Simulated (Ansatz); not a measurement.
Start from HgS in the zinc blende structure (space group F-43m, No. 216; a = 5.876 Å). Axes: x, y, z lie along the cube axes.

Computed with PBEsol, PAW, 420 eV (Ansatz, a first-principles code; spin-orbit coupling left out), earlier PAW set.

Strains are applied to the cell and any free atomic positions relax; under stress the whole cell relaxes.

One change was made to it. Results:

```tsv
quantity	base	after
shortest interatomic distance	2.544 Å	2.547 Å
energy relative to the base (free energy F)	0 meV/atom	+0.8 meV/atom
band gap	zero	zero
```

### Question
Name the change that was made.
(A) isotropic strain +1.04 %
(B) uniaxial stress, 0.5 GPa tension along x
(C) uniaxial strain ε_zz = −1.33 %

### Answer
B, uniaxial stress, 0.5 GPa tension along x. For comparison, the shortest interatomic distance in the other runs: uniaxial strain ε_zz = −1.33 % gives 2.533 Å; isotropic strain +1.04 % gives 2.571 Å.

A case with no gap was solved on a k-mesh chosen for an insulator, which is coarse for it. Spin-orbit coupling, missing from the scalar runs, can matter with Hg. Beyond what the load breaks, stability against distortions was not tested. The final runs are not spin-polarised. Gaps under 0.05 eV, about the width of the smearing, are given as zero. A zero or small gap of HgS can be the functional's error rather than a property of the material.
